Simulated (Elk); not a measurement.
Worked example: self-consistent single point of Ni3Fe (Pm-3m, 4 atoms in the cell) in Elk.

Computed with PBE, all-electron FP-LAPW, Elk's shipped species files, APW+lo basis with extra local orbitals (Elk 10.2.4).

```
Ni3Fe
1.0
    3.55000     0.00000     0.00000
    0.00000     3.55000     0.00000
    0.00000     0.00000     3.55000
Fe Ni
1 3
Direct
  0.00000   0.00000   0.00000
  0.00000   0.50000   0.50000
  0.50000   0.00000   0.50000
  0.50000   0.50000   0.00000
```
Moments meant for the start (each program seeds them in its own way; μB, in the order of the atoms Fe Ni Ni Ni): 3.0 0.5 0.5 0.5.

Reference input (self-consistent single point, DFT, PBE, all-electron FP-LAPW, Elk's shipped species files, APW+lo basis with extra local orbitals): xctype = 20; spinpol = true; rgkmax = 8; swidth = 0.00367493 Ha; ngridk = 8 8 8; reducebf = 0.5; tforce = true; gmaxvr = 18 1/bohr; lmaxapw = 10; lmaxo = 8; nxlo = 2; lorbcnd = true. This run's input differs from it in these lines:

```diff
@@ -71,3 +71,3 @@
 ngridk
-  8 8 8
+  2 2 2
```

Output, abridged:

```
│ Self-consistent loop started │
│ Loop number : 1 │
 total energy                :     -5839.03313909
 total moment                :    6.945151887
│ Loop number : 2 │
 total energy                :     -5839.26471505
 total moment                :    6.962300196
RMS change in Kohn-Sham potential (target) :    5.188692101     (  0.1000000000E-05)
Absolute change in total energy (target)   :   0.2315759537     (  0.1000000000E-03)
│ Loop number : 3 │
 total energy                :     -5872.32500736
 total moment                :    1.342977264
RMS change in Kohn-Sham potential (target) :    3.929834367     (  0.1000000000E-05)
   [... lines left out ...]
│ Loop number : 98 │
 total energy                :     -5834.95572386
 total moment                :   -4.707836393
RMS change in Kohn-Sham potential (target) :   0.1005910938E-01 (  0.1000000000E-05)
Absolute change in total energy (target)   :   0.3105878715     (  0.1000000000E-03)
│ Loop number : 99 │
 total energy                :     -5835.20123279
 total moment                :   -4.711902749
RMS change in Kohn-Sham potential (target) :   0.1919752321E-02 (  0.1000000000E-05)
Absolute change in total energy (target)   :   0.1678619635     (  0.1000000000E-03)
│ Loop number : 100 │
Reached self-consistent loops maximum

Energies :
 Fermi                       :     0.323405727859
 xc effective B-field        :    -0.204584719071
 external B-field            :      0.00000000000
 total energy                :     -5835.24354935
 (external B-field energy excluded from total)

Density of states at Fermi energy :    114.1656766
 (states/Hartree/unit cell)

   [... lines left out ...]
Estimated indirect band gap :   0.2817549342E-02
Estimated direct band gap   :   0.1373492599E-01
 total moment                :   -4.719716143
   [... lines left out ...]
 species :    2 (Ni)
  atom :    1
   Hellmann-Feynman          :    -0.00000000    0.00000000    0.00000000
   IBS                       :     0.00000000   -0.00000000    0.00000000
   total force               :     0.00000000   -0.00000000    0.00000000
   total magnitude           :     0.00000000
  atom :    2
   Hellmann-Feynman          :    -0.00000000    0.00000000    0.00000000
   IBS                       :     0.00000000    0.00000000    0.00000000
   total force               :    -0.00000000    0.00000000    0.00000000
   total magnitude           :     0.00000000
  atom :    3
   Hellmann-Feynman          :    -0.00000000    0.00000000    0.00000000
   IBS                       :     0.00000000   -0.00000000    0.00000000
   total force               :     0.00000000   -0.00000000    0.00000000
   total magnitude           :     0.00000000
```

The run ended unconverged after 100 iterations. 

The starting cell has typed, rounded lattice constants, without a prior relaxation at this level. Values depend on the basis (sphere radii, cutoffs, local orbitals), which need not be converged.

Cost on one core of a shared machine: roughly 8 min.
